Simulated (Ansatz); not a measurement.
The parent structure is MoTe2 (space group P6_3/mmc, No. 194; a = 3.4966 Å, c = 13.6959 Å; layered, stacked along the Cartesian z axis).

Method: Ansatz (a first-principles code) PBE-D3(BJ), scalar-relativistic without spin-orbit coupling.

Before the change:

Smallest direct gap: 1.03 eV
Pressure: 0.0 kbar
Gap character: indirect, Γ → K–Γ (44 % along)

Perturbation: an isotropic linear strain of −1.80 %, atoms relaxed at fixed cell.

### Question
What happens to the smallest direct gap?

### Answer
The smallest direct gap decreases by 0.25 eV, from 1.03 eV to 0.78 eV.

### Question
What does the calculation give for the energy relative to the base after the change?

### Answer
The energy increases by 12 meV/atom.

### Question
What does the calculation give for the pressure after the change?

### Answer
The pressure (mean of the normal stresses, compression positive) goes from zero to 32.3 kbar.

### Question
What happens to the largest internal atomic displacement?

### Answer
The largest internal atomic displacement is 0.048 Å.

### Question
Estimate the effect on the gap character.

### Answer
The gap character changes from indirect, Γ → K–Γ (44 % along) to indirect, K–Γ (81 % along) → K–Γ (44 % along).

Spin-orbit coupling, missing from the scalar runs, can matter with Te. No phonon test of stability was made. The program warned that a D3 coordination switch lies within reach, so dispersion energies are less smooth here.
